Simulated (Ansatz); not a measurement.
Strongest site found for C on several surfaces, against an atom of graphite.

These are PBE (plane waves to 420 eV, PAW; Ansatz, a quantum-chemistry and plane-wave program) values and carry that method's errors.

Counted are starts at which the adsorbate stayed whole and on top. Thin slabs; no dispersion, zero-point or thermal terms; negative values mean binding.

| surface, area an adsorbate | bonded to | E_ads (eV) | shortest bond to the host (Å) |
|---|---|---|---|
| fcc Pt (111), 27 Å² | 3 Pt | ___ | 1.91 |
| fcc Rh (111), 6 Å² | 3 Rh | ___ | 1.93 |
| hcp Ru (0001), 13 Å² | 3 Ru | ___ | 1.89 |
| fcc Rh (111), 25 Å² | 3 Rh | 0.58 | 1.89 |
| fcc Cu (111), 6 Å² | 3 Cu | 4.14 | 2.02 |
| fcc Rh (111), 13 Å² | 3 Rh | 1.06 | 1.84 |
| bcc Mo (110), 7 Å² | 3 Mo | 1.41 | 1.96 |
| hcp Ru (0001), 26 Å² | 3 Ru | ___ | 1.93 |

Problem. Complete the blanks.

Solution. 
- fcc Pt (111), 27 Å², E_ads (eV): 0.81
- fcc Rh (111), 6 Å², E_ads (eV): 2.16
- hcp Ru (0001), 13 Å², E_ads (eV): 0.77
- hcp Ru (0001), 26 Å², E_ads (eV): 0.27
